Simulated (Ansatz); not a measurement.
The parent structure is PbSe in the rock salt structure (space group Fm-3m, No. 225; a = 6.1780 Å).

Calculations: Ansatz (a quantum-chemistry and plane-wave program), r2SCAN, PAW, cutoff 500 eV, no SOC.

Before the change:

| Item | Value |
|---|---|
| Valley order | L along ⟨111⟩ 0.67 eV; a point along ⟨110⟩, about 0.6 Å⁻¹ from Γ 1.46 eV; a point along ⟨100⟩, about 0.4 Å⁻¹ from Γ 2.19 eV |

Now apply this change: the cell is scaled by 1.0250 in all directions, atoms relaxed at fixed cell.

What happens to the mean gap deformation potential ΔEg/Δln V?

The mean gap deformation potential ΔEg/Δln V is +2.8 eV.

How does this affect the valley order?

The valley order (the lowest conduction-band minima on the path, energy above the VBM, named in the base's zone) changes from L along ⟨111⟩ 0.67 eV; a point along ⟨110⟩, about 0.6 Å⁻¹ from Γ 1.46 eV; a point along ⟨100⟩, about 0.4 Å⁻¹ from Γ 2.19 eV to L along ⟨111⟩ 0.88 eV; a point along ⟨110⟩, about 0.6 Å⁻¹ from Γ 1.61 eV; a point along ⟨100⟩, about 0.4 Å⁻¹ from Γ 2.29 eV.

Spin-orbit coupling, missing from the scalar runs, can matter with Pb. The cells carry an imposed strain or load. No phonon test of stability was made.
